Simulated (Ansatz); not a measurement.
System: interstitial Na in zinc-blende InP (charge state +1). The step: a direct jump of one Na atom; the atom moves 2.58 Å along (0.25, 0.25, -0.25) of the unit cell; the moving atom starts with neighbours 6 In at 3.08; 3 P at 2.64, P at 2.64 Å and ends with 4 In at 2.81; 3 P at 2.95, 3 P at 2.96 Å. DFT values are from Ansatz (plane-wave PAW, 420 eV unless said) in a cell of 64 host sites, spin-restricted, static, with no finite-size correction. The charge state is imposed; whether it is stable for some Fermi level was not computed. Sites that were not tried may lie lower. For the PBE band: the saddle point's order was not checked, and it lies on a symmetry element of the cell, where a band can be held.

```tsv
Level	Forward barrier (eV)	Cost of the band or of the saddle's single point
CHGNet universal potential (has no charge state), its own band	0.43	-
PBE, one k-point at (0.250, 0.250, 0.250), band relaxed	0.83	around 21 core-minutes (rough)
PBE, a 2×2×2 k-point mesh shifted by half a step, same geometries	0.82	roughly 8 core-minutes
r2SCAN at 500 eV, one k-point at (0.250, 0.250, 0.250), same geometries	?	about 2.9 core-minutes (a rough figure)
```

Q: Complete the blanks.

A: 
- r2SCAN at 500 eV, one k-point at (0.250, 0.250, 0.250), same geometries, Forward barrier (eV): 0.89

Ansatz is a first-principles code.
